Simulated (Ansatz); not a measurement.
Ti2AlN: pressure 7.5 GPa

Start from Ti2AlN (space group P6_3/mmc, No. 194; a = 2.9641 Å, c = 13.5341 Å; a cell from a computed database, its experimental status unchecked).

Modification: a hydrostatic pressure of 7.5 GPa.

Calculations: PBEsol in Ansatz (plane waves to 420 eV, PAW, no SOC). k-mesh 18×18×4 (Γ-centred); smearing 0.05 eV (Fermi–Dirac).

Volume per atom: 12.35 Å³ (base 12.87 Å³)
Density: 4.60 g/cm³ (base 4.41 g/cm³)
Lattice parameter a: 2.924 Å (base 2.964 Å)
Shortest interatomic distance: 2.042 Å (base 2.062 Å)
Band gap: zero (base zero)

Final structure:

```
Ti2AlN
1.0
    2.92355     0.00000     0.00000
   -1.46178     2.53187     0.00000
    0.00000     0.00000    13.34731
Ti Al N
4 2 2
Direct
  0.33333   0.66667   0.08611
  0.66667   0.33333   0.91389
  0.66667   0.33333   0.58611
  0.33333   0.66667   0.41389
  0.33333   0.66667   0.75000
  0.66667   0.33333   0.25000
  0.00000   0.00000   0.00000
  0.00000   0.00000   0.50000
```

Cost of the whole job for the changed cell (relaxation, final SCF and bands): about 4 core-minutes (a rough figure).

Load acts through the strain it causes; cell and atoms are relaxed under it. Whether these cells are dynamically stable was not tested. Competing high-pressure phases were not computed. All final runs are without spin polarisation.

Ansatz is a first-principles code.
